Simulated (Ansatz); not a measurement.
The starting structures come from a database of crystals and need not be the phases stable at ambient conditions.

By PBEsol, the system below comes out a metal.

Without scattering a metal conducts by its projected Fermi surface.

Given:

```yaml
crystal:
  lattice:
    - [4.96233, 0.00000, 0.00000]
    - [-2.48116, 4.29750, 0.00000]
    - [0.00000, 0.00000, 3.08623]
  atoms:
    - { symbol: Hf, position: [0.66667, 0.33333, 0.50000] }
    - { symbol: Hf, position: [0.33333, 0.66667, 0.50000] }
    - { symbol: Hf, position: [0.00000, 0.00000, 0.00000] }
```

Space group of this cell: P6/mmm. The cell is taken as given; by PBEsol its mean pressure is -2.8 GPa.

The current flows along the normal of the first two printed cell vectors, the (001) plane of the conventional cell. No spin-orbit coupling; the value is a mean over 0.1 eV about the Fermi level.

Problem. Estimate the ballistic conductance per area that PBEsol (Ansatz, a program for electronic structure) returns for this system.

Solution. 0.50 × 10¹⁵ S/m² for both spins.
